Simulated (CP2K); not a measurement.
Input and output of a self-consistent single point for BAs (F-43m, 2 atoms in the cell) (CP2K)

Method of the run: CP2K with PBE, GPW, DZVP-MOLOPT-SR-GTH basis, GTH-PBE potentials (GTH_POTENTIALS).

Input as run:

```
&GLOBAL
  PROJECT scf
  RUN_TYPE ENERGY_FORCE
  PRINT_LEVEL MEDIUM
&END GLOBAL
&FORCE_EVAL
  METHOD Quickstep
  STRESS_TENSOR ANALYTICAL
  &DFT
    BASIS_SET_FILE_NAME BASIS_MOLOPT
    POTENTIAL_FILE_NAME GTH_POTENTIALS
    &QS
      METHOD GPW
      EPS_DEFAULT 1E-10
    &END QS
    &MGRID
      CUTOFF 400
      REL_CUTOFF 40
      NGRIDS 5
    &END MGRID
    &SCF
      SCF_GUESS ATOMIC
      EPS_SCF 1E-6
      MAX_SCF 100
      ADDED_MOS 4
      &DIAGONALIZATION
        ALGORITHM STANDARD
      &END DIAGONALIZATION
      &MIXING
        METHOD BROYDEN_MIXING
        ALPHA 0.4
        NBUFFER 12
        BETA 1
      &END MIXING
      &SMEAR ON
        METHOD FERMI_DIRAC
        ELECTRONIC_TEMPERATURE [K] 580.23
      &END SMEAR
    &END SCF
    &KPOINTS
      SCHEME MONKHORST-PACK 8 8 8
      GAMMA_CENTERED T
    &END KPOINTS
    &XC
      &XC_FUNCTIONAL PBE
      &END XC_FUNCTIONAL
    &END XC
    &PRINT
      &MO
        EIGENVALUES T
        OCCUPATION_NUMBERS T
        NDIGITS 8
        FILENAME mo
        &EACH
          QS_SCF 0
        &END EACH
        ADD_LAST NUMERIC
      &END MO
      &MULLIKEN ON
      &END MULLIKEN
    &END PRINT
  &END DFT
  &SUBSYS
    &CELL
      A 3.37997000 0.00000000 0.00000000
      B 1.68998500 2.92714000 0.00000000
      C 1.68998500 0.97571300 2.75973400
      PERIODIC XYZ
    &END CELL
    &COORD
      SCALED
      B        0.00000000     0.00000000     0.00000000
      As       0.25000000     0.25000000     0.25000000
    &END COORD
    &KIND B
      BASIS_SET DZVP-MOLOPT-SR-GTH-q3
      POTENTIAL GTH-PBE-q3
    &END KIND
    &KIND As
      BASIS_SET DZVP-MOLOPT-SR-GTH-q5
      POTENTIAL GTH-PBE-q5
    &END KIND
  &END SUBSYS
  &PRINT
    &FORCES ON
    &END FORCES
    &STRESS_TENSOR ON
    &END STRESS_TENSOR
  &END PRINT
&END FORCE_EVAL
```

Log, with long lists cut:

```
 GLOBAL| Method name                                                        CP2K
 GLOBAL| Project name                                                        scf
 GLOBAL| Run type                                                   ENERGY_FORCE

 CELL| Volume [angstrom^3]:                                            27.303830
 CELL| Vector a [angstrom]:       3.380     0.000     0.000   |a| =     3.379970
 CELL| Vector b [angstrom]:       1.690     2.927     0.000   |b| =     3.379970
 CELL| Vector c [angstrom]:       1.690     0.976     2.760   |c| =     3.379970
 CELL| Angle (b,c), alpha [degree]:                                    60.000005
 CELL| Angle (a,c), beta  [degree]:                                    60.000000
 CELL| Angle (a,b), gamma [degree]:                                    60.000001
 CELL| Numerically orthorhombic:                                              NO
 CELL| Periodicity                                                           XYZ

 DFT| Spin restricted Kohn-Sham (RKS) calculation                            RKS
 DFT| Multiplicity                                                             1
 DFT| Number of spin states                                                    1
 DFT| Charge                                                                   0
 DFT| XC density smoothing                                                  NONE
 DFT| XC derivatives                                                          PW

 QS| Method:                                                                 GPW
 QS| Density plane wave grid type                        NON-SPHERICAL FULLSPACE
 QS| Number of grid levels:                                                    5
 QS| Density cutoff [a.u.]:                                                200.0
 QS| Multi grid cutoff [a.u.]: 1) grid level                               200.0
   [... lines left out ...]
 BRILLOUIN| Wavefunction type                                            COMPLEX
 BRILLOUIN| List of Kpoints [2 Pi/Bohr]                                      260
 BRILLOUIN| Number           Weight            X              Y              Z
 BRILLOUIN|     1           0.00391       -0.37500       -0.37500       -0.37500
 BRILLOUIN|     2           0.00391       -0.37500       -0.37500       -0.25000
 BRILLOUIN|     3           0.00391       -0.37500       -0.37500       -0.12500
   [... 257 lines left out ...]
 *******************************************************************************

 Extrapolation method: initial_guess

 Re-scaling the density matrix to get the right number of electrons
                  # Electrons              Trace(P)               Scaling factor
                            8                 8.000                        1.000

 Number of electrons:                                                          8
 Number of occupied orbitals:                                                  4
 Number of molecular orbitals:                                                 8

 Number of orbital functions:                                                 26
 Number of independent orbital functions:                                     26
 SCF WAVEFUNCTION OPTIMIZATION

  Step     Update method      Time    Convergence         Total energy    Change
     1 NoMix/Diag. 0.40E+00      -     1.09350378        -9.3226986468 -9.32E+00
     2 Broy./Diag. 0.40E+00      -     0.15252401        -8.9552497112  3.67E-01
     3 Broy./Diag. 0.40E+00      -     0.12584227        -9.0502846542 -9.50E-02
     4 Broy./Diag. 0.40E+00      -     0.01778956        -9.1129222501 -6.26E-02
     5 Broy./Diag. 0.40E+00      -     0.00304419        -9.1343174964 -2.14E-02
     6 Broy./Diag. 0.40E+00      -     0.00129664        -9.1422720098 -7.95E-03
     7 Broy./Diag. 0.40E+00      -     0.00005429        -9.1427339416 -4.62E-04
     8 Broy./Diag. 0.40E+00      -     0.00003602        -9.1429273432 -1.93E-04
     9 Broy./Diag. 0.40E+00      -     0.00000087        -9.1429552390 -2.79E-05
  *** SCF run converged in     9 steps ***

  Electronic density on regular grids:         -8.0000000000        0.0000000000
  Core density on regular grids:                7.9999999983       -0.0000000017
  Total charge density on r-space grids:       -0.0000000017
  Total charge density g-space grids:          -0.0000000017

  Overlap energy of the core charge distribution:               0.00000007225552
  Self energy of the core charge distribution:                -19.62168858820840
  Core Hamiltonian energy:                                      5.10327304696672
  Hartree energy:                                               8.07468861772583
  Exchange-correlation energy:                                 -2.69922838460973
  Electronic entropic energy:                                  -0.00000000315464
  Fermi energy:                                                 0.27517740601249

  Total energy:                                                -9.14295523902460
  Total energy (extrapolated to T->0):                         -9.14295523744728

                     Mulliken Population Analysis

 #  Atom  Element  Kind  Atomic population                           Net charge
       1     B        1          2.950316                              0.049684
       2     As       2          5.049684                             -0.049684
 # Total charge                              8.000000                 -0.000000

 ENERGY| Total FORCE_EVAL ( QS ) energy [hartree]             -9.142961052834258

 FORCES| Atomic forces [hartree/bohr]
 FORCES|   Atom     x               y               z               |f|
 FORCES|      1 -4.96316040E-07 -2.77937391E-07 -1.91116005E-07   6.00086770E-07
 FORCES|      2  1.28094669E-07  7.34140778E-08  3.28828198E-08   1.51258556E-07
 FORCES| Sum    -3.68221371E-07 -2.04523313E-07 -1.58233185E-07
 FORCES| Total atomic force                                       4.49949447E-07

 STRESS| Analytical stress tensor [bar]
 STRESS|                        x                   y                   z
 STRESS|      x        3.49442961553E+04   7.34371874650E+00   5.19276889746E+00
 STRESS|      y        7.34371874650E+00   3.49355954565E+04   3.10692289736E+00
 STRESS|      z        5.19276889746E+00   3.10692289736E+00   3.49335768131E+04
 STRESS| 1/3 Trace                                             3.49378228083E+04
```

The run converged in 9 iterations.

The starting cell has typed, rounded lattice constants, without a prior relaxation at this level. Values carry the incompleteness of an atom-centred basis. With a pressure of about 3 GPa the cell is away from its equilibrium volume at this level.
